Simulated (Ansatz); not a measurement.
The parent structure is Al₂Au (space group Fm-3m, No. 225; a = 6.003 Å; relaxed with 0.1 eV smearing). Axes: x, y, z lie along the cube axes.

Method: Ansatz (a quantum-chemistry and plane-wave program), PBEsol, PAW, cutoff 420 eV, without spin-orbit coupling.

Before the change:

The pressure comes out as 0.0 GPa.

Perturbation: biaxial strain +3.00 %, plane normal [001], relaxed out of plane (Cartesian); in-plane vectors clamped, the third vector and the atoms free.

Task: How does this affect the out-of-plane strain?

Result: The out-of-plane strain amounts to -3.32 %.

Task: What happens to the pressure?

Result: The pressure (mean of the normal stresses, compression positive) goes from zero to -2.7 GPa.

Stability against distortions was not tested.
